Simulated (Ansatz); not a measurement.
The reference is BP in the zinc blende structure (space group F-43m, No. 216; a = 4.520 Å). Axes: x, y, z lie along the cube axes.

Perturbation: the symmetric strain tensor [0.0135 -0.0129 -0.0030; -0.0129 0.0035 0.0135; -0.0030 0.0135 -0.0026]; the atoms relax in the strained cell.

Levels (all Ansatz, an electronic-structure program, PAW): PBEsol (420 eV, no spin-orbit coupling); r2SCAN (500 eV, spin-orbit coupling left out); HSE06 (420 eV, scalar-relativistic without spin-orbit coupling).

At the geometry relaxed with PBEsol, these levels gave the following band gaps, in shuffled order: (a) 0.79 eV, (b) 1.62 eV, (c) 1.06 eV.

Question: Match each gap to its level.

Answer: (a) PBEsol; (b) HSE06; (c) r2SCAN.

Single points use the geometry relaxed with PBEsol. HSE06 was sampled on its mesh, a few special points and the semilocal edge points, so its gap is an upper bound. Stability against distortions was not tested.
